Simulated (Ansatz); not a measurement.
The reference is GaN in the rock salt structure (space group Fm-3m, No. 225; a = 4.219 Å; a model cell). Axes: x, y, z lie along the cube axes.

It is then changed as follows: tensile biaxial strain of 3.68 % in the plane normal to [001], as in epitaxy on a mismatched substrate; the out-of-plane cell vector and the atoms relax.

Levels (all Ansatz, an electronic-structure program, PAW): PBEsol (420 eV, no spin-orbit coupling); r2SCAN (500 eV, without spin-orbit coupling).

The geometry is relaxed with PBEsol.

- PBEsol gap character = absent
- PBEsol band gap = zero
- PBEsol pressure = -6.9 GPa

With r2SCAN at the same geometry, the gap character goes from absent to indirect, k = (0.154, 0.231, 0.154) in the run's primitive reciprocal basis → M; the band gap changes from zero to 0.56 eV; the electron mass comes out as 0.35 mₑ along k, 0.20 mₑ across (at M); the pressure drops by 0.8 GPa (-6.9 GPa → -7.7 GPa).

Single points use the geometry relaxed with PBEsol. Their cutoffs differ, which shifts pressures a little. The mesh was chosen for an insulator and is coarse for the gapless case. Masses are band curvatures over ±0.01 Å⁻¹ around the edge. Along k means along the line from Γ to the band edge. Whether these cells are dynamically stable was not tested. The base started in Pnma and relaxed to Fm-3m at this level. All final runs are without spin polarisation. This is not the structure that GaN has at room temperature and ambient pressure. A zero or small gap of GaN under biaxial strain +3.68 %, plane normal [001], relaxed out of plane can be the functional's error rather than a property of the material. k-point labels follow each cell's own Brillouin zone.
